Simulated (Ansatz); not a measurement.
Consider CaO in the rock salt structure (space group Fm-3m, No. 225; a = 4.767 Å). Axes: x, y, z lie along the cube axes.

Calculations: plane-wave PAW DFT at the PBEsol level (Ansatz, an electronic-structure program, 420 eV), scalar-relativistic without spin-orbit coupling.

Perturbation: every lattice vector is shortened by 0.50 %, atoms relaxed at fixed cell.

Problem. Predict the stress tensor and what it implies for the stiffness.

Solution. Stress of the strained cell less that of the base (GPa, compression positive):
```
   1.80    0.00    0.00
   0.00    1.80    0.00
   0.00    0.00    1.80
```

Then B = −ΔP/(ΔV/V₀) with ΔV/V₀ = -0.0149 gives secant stiffness values (nonlinear terms included at this strain): B ≈ 120 GPa.

Whether these cells are dynamically stable was not tested.
